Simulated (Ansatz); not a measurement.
**Mg2Ge, pressure series**

The reference is Mg2Ge in the anti-fluorite structure (space group Fm-3m, No. 225).

```xyz
3
Lattice="0.0000 3.2106 3.2106 3.2106 0.0000 3.2106 3.2106 3.2106 0.0000" Properties=species:S:1:pos:R:3 pbc="T T T"
Ge     0.0000     0.0000     0.0000
Mg     1.6053     1.6053     1.6053
Mg     4.8159     4.8159     4.8159
```

Cell and atoms are relaxed at each pressure.

Method: PBE/PAW in Ansatz (an electronic-structure program), no spin-orbit coupling.

Base values:

| Item | Value |
|---|---|
| Smallest direct gap | 0.95 eV |

Task: The aim is a smallest direct gap between 1.05 eV and 1.17 eV. Which of these changes reaches it?
A. pressure 1.5 GPa
B. pressure −2 GPa
C. pressure 3 GPa
D. pressure 0.3 GPa

Result: A, pressure 1.5 GPa. It gives 1.11 eV; pressure 3 GPa gives 1.25 eV; pressure −2 GPa gives 0.71 eV; pressure 0.3 GPa gives 0.98 eV. Changes not listed may reach it too

Load acts through the strain it causes; cell and atoms are relaxed under it. Stability against distortions was not tested.
